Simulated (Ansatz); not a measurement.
# MoGe (model structure, started from the WC type, P-6m2, No. 187, 2 atoms in the cell)

These are PBE-D3(BJ) in Ansatz (PAW) values and carry that method's errors.

Numerical settings: plane-wave cutoff 500 eV, 18×18×12 k mesh (along the axes of the cell as run), Fermi–Dirac smearing 0.05 eV, no spin polarisation, scalar-relativistic PAW data made under PBE.

Cell (relaxed at this level):

```
CELL_PARAMETERS angstrom
      3.15854     0.00000     0.00000
     -1.57927     2.73538     0.00000
      0.00000     0.00000     3.59811
ATOMIC_POSITIONS crystal
  Mo 0.00000 0.00000 0.00000
  Ge 0.66667 0.33333 0.50000
```

- band gap: zero (no gap)

Note: the relaxation could raise the start's symmetry but not lower it, so the cell can be a saddle point.

Spin–orbit coupling is not included.

Computed values are for the static lattice.

The result took about 100 core-seconds (a rough figure).

A model structure was made by putting elements into a prototype or built by hand; it is no filed structure, need not be a known phase, and can be a saddle point held by its symmetry.

Ansatz is a first-principles code.
